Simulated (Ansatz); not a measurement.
A self-consistent single point of Cs2O (Pn-3m, 6 atoms in the cell) with Ansatz (a quantum-chemistry and plane-wave program).

Level of theory: PBE, harder PAW files (source: ansatz) (plane waves; Ansatz).

```
CELL_PARAMETERS angstrom
      6.74302     0.00000     0.00000
      0.00000     6.74302     0.00000
      0.00000     0.00000     6.74302
ATOMIC_POSITIONS crystal
  Cs 0.75000 0.75000 0.75000
  Cs 0.75000 0.25000 0.25000
  Cs 0.25000 0.75000 0.25000
  Cs 0.25000 0.25000 0.75000
  O  0.00000 0.00000 0.00000
  O  0.50000 0.50000 0.50000
```

Reference input (self-consistent single point, DFT, PBE, plane waves, harder PAW files (source: ansatz)): basis.ecutwfc = 930 eV; kpoints.mp_grid.grid = 3 3 3; hamiltonian.xc = pbe; hamiltonian.pseudopotentials = {kind: paw, source: ansatz}; scf.occupations.method = gaussian; scf.occupations.width = 0.05 eV. This run's input differs from it in these lines:

Ansatz 0.2 input:
```diff
@@ -21,3 +21,3 @@
 scf:
-  occupations: { method: gaussian, width: 0.05 eV }
+  occupations: { method: gaussian, width: 0.15 eV }
 output:
```

Output, abridged:

```
SCF iter   1: F=—  HF=-23922.290844 eV  |F-HF|=—  |Δ(HF+E_count)|=         —  Δρ=1.14e-1  dr2=4.82e1  ethr=3.10e-3  ⟨swp⟩=24.2  Hψ=1393  notcnv=0
all-band conjugate gradients solve this SCF's bands
preconditioner: auto → Kerker (q_TF=auto, 2.003 Å⁻¹)
SCF iter   2: F=—  HF=-23918.427504 eV  |F-HF|=—  |Δ(HF+E_count)|=    3.86e0  Δρ=1.62e-2  dr2=1.63e0  ethr=3.10e-3  ⟨swp⟩=6.5  Hψ=455  notcnv=0
   [... lines left out ...]
SCF iter   7: F=—  HF=-23918.215668 eV  |F-HF|=—  |Δ(HF+E_count)|=   9.43e-5  Δρ=3.87e-5  dr2=4.35e-6  ethr=2.58e-6  ⟨swp⟩=4.8  Hψ=340  notcnv=0  defer=2
SCF iter   8: F=—  HF=-23918.215787 eV  |F-HF|=—  |Δ(HF+E_count)|=   1.19e-4  Δρ=2.39e-5  dr2=3.91e-6  ethr=9.07e-9  ⟨swp⟩=5.5  Hψ=372  notcnv=0  defer=2
SCF iter   9: F=—  HF=-23918.215787 eV  |F-HF|=—  |Δ(HF+E_count)|=   8.64e-8  Δρ=9.52e-6  dr2=4.64e-7  ethr=8.14e-9  ⟨swp⟩=3.5  Hψ=209  notcnv=0  defer=2
SCF iter  10: F=-23918.215787 eV  HF=-23918.215787 eV  |F-HF|=4.13e-9  |Δ(HF+E_count)|=   1.14e-9  Δρ=1.91e-6  dr2=1.13e-8  ethr=2.08e-10  ⟨swp⟩=26.2  Hψ=1315  notcnv=0
SCF 1 converged in 10 iterations: F = -23918.215787 eV  dr2 = 1.13e-8
Free energy (F): -23918.215787 eV
Internal energy: -23918.198576 eV  (E = F + TS)
E sigma→0 (E₀):  -23918.207182 eV
Entropy (-TS):   -0.017211 eV (-2.868 meV/atom)
Fermi energy:    3.842870 eV
--- Forces (eV/Å), atoms counted from 1 ---
  atom   1  Cs     0.00000000    -0.00000000     0.00000000
   [... zero for the other atoms too ...]
--- Stress (GPa, compression-positive) ---
       -1.045504       0.000000       0.000000
        0.000000      -1.045504       0.000000
        0.000000       0.000000      -1.045504
  P = ⅓ Tr σ = -1.0455 GPa (-10.455 kbar)
  The stress holds the Pulay correction. Without it, at fixed plane waves, as pw.x and ABINIT print it: P = -1.0459 GPa
```

The run converged in 10 iterations. Against the reference run the free energy goes down by 1.5 meV/atom and the pressure stays at -1.05 GPa.

The starting cell was generated: these elements placed on a structure prototype, without a prior relaxation; it need not be a known phase or ordering of this composition. Its lattice was rescaled by a random factor within 2.5 % of one. Ansatz's pressure includes its estimate of the finite-basis (Pulay) stress. The run gives no clean gap (levels at the Fermi energy touch, overlap or are partly filled at this smearing), which alone does not show that the compound is a metal.
